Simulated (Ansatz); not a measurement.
## What biaxial strain +0.42 %, plane normal [111], relaxed out of plane does to BP

Consider BP in the zinc blende structure (space group F-43m, No. 216; a = 4.491 Å). Axes: x, y, z lie along the cube axes.

Perturbation: tensile biaxial strain of 0.42 % in the plane normal to [111], as in epitaxy on a mismatched substrate; the out-of-plane cell vector and the atoms relax.

Method: Ansatz (a program for electronic structure), LDA, PAW, cutoff 420 eV, no spin-orbit coupling. Γ-centred 13×13×13 mesh, Fermi–Dirac width 0.05 eV.

The volume per atom grows by 0.08 Å³ to 11.40 Å³ and the space group goes from F-43m (No. 216) to R3m (No. 160). The shortest interatomic distance hardly moves (3.674 bohr against 3.676 bohr) and the energy grows by 0.6 meV/atom. The pressure (mean of the normal stresses, compression positive) falls by 1.29 GPa to -1.30 GPa and the band gap drops by 0.02 eV, from 1.14 eV to 1.12 eV. The gap character amounts to indirect, Γ → F–Γ (17 % along) and the smallest direct gap decreases by 0.07 eV, from 3.43 eV to 3.36 eV. The hole mass is 0.14 mₑ out of plane, 0.62 mₑ in plane (at Γ) and the valence-band top at Γ (three highest levels, from the VBM) goes from 0.00, 0.00, 0.00 eV to 0.00, -0.05, -0.05 eV. The out-of-plane strain is -0.09 % and the mean in-plane stress (compression positive) comes out as -2.0 GPa.

Final structure (turned so that z lies along the plane normal):

```xyz
2
Lattice="3.1886 0.0000 0.0000 1.5943 2.7614 0.0000 1.5943 -0.9205 2.5903" Properties=species:S:1:pos:R:3 pbc="T T T"
B      0.0000     0.0000    -0.0012
P      3.1886     0.0000     1.9439
```

Cost of the whole job for the changed cell (relaxation, final SCF and bands): roughly 30 core-seconds.

Effective masses come from finite differences of ±0.01 Å⁻¹. No phonon test of stability was made. k-point labels follow each cell's own Brillouin zone.
